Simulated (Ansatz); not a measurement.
Pressure series in Si

The reference is Si (space group Cmcm, No. 63; a = 3.8250 Å, b = 10.6946 Å, c = 12.6526 Å; a cell from a computed database, its experimental status unchecked).

Cell and atoms are relaxed at each pressure.

Level of theory: PBEsol in Ansatz (plane waves to 420 eV, PAW, without spin-orbit coupling).

Notes on the quantities. enthalpy: H = E + PV relative to the base's energy.

```csv
change,band gap,enthalpy,hole mass,smallest direct gap,width of the top valence band
base,0.39 eV,–,"0.14 mₑ along a, 0.42 mₑ along b, 2.0 mₑ along c (at Y)",0.49 eV,1.97 eV
pressure −2 GPa,0.44 eV,-0.27 eV/atom,"0.14 mₑ along a, 0.43 mₑ along b, 2.0 mₑ along c (at Y)",0.54 eV,1.91 eV
pressure −1 GPa,0.42 eV,-0.14 eV/atom,"0.14 mₑ along a, 0.42 mₑ along b, 2.0 mₑ along c (at Y)",0.51 eV,1.94 eV
pressure 0.3 GPa,0.39 eV,+0.04 eV/atom,"0.14 mₑ along a, 0.42 mₑ along b, 2.0 mₑ along c (at Y)",0.48 eV,1.98 eV
pressure 0.7 GPa,0.38 eV,+0.09 eV/atom,"0.14 mₑ along a, 0.42 mₑ along b, 2.1 mₑ along c (at Y)",0.47 eV,1.99 eV
pressure 1.5 GPa,0.36 eV,+0.20 eV/atom,"0.14 mₑ along a, 0.41 mₑ along b, 2.0 mₑ along c (at Y)",0.45 eV,2.01 eV
pressure 3 GPa,0.33 eV,+0.40 eV/atom,"0.14 mₑ along a, 0.40 mₑ along b, 1.9 mₑ along c (at Y)",0.42 eV,2.05 eV
pressure 5 GPa,0.29 eV,+0.65 eV/atom,"0.14 mₑ along a, 0.40 mₑ along b, 1.9 mₑ along c (at Y)",0.37 eV,2.10 eV
pressure 7.5 GPa,0.24 eV,+0.97 eV/atom,"0.14 mₑ along a, 0.39 mₑ along b, 1.9 mₑ along c (at Y)",0.32 eV,2.15 eV
pressure 10 GPa,0.19 eV,+1.28 eV/atom,"0.14 mₑ along a, 0.38 mₑ along b, 1.9 mₑ along c (at Y)",0.27 eV,2.22 eV
```

Load acts through the strain it causes; cell and atoms are relaxed under it. Masses are band curvatures over ±0.01 Å⁻¹ around the edge. Whether these cells are dynamically stable was not tested. Competing high-pressure phases were not computed. This is not the structure that Si has at room temperature and ambient pressure. A zero or small gap of Si under pressure 5 GPa, Si under pressure 7.5 GPa and Si under pressure 10 GPa can be the functional's error rather than a property of the material.

Ansatz is a first-principles code.
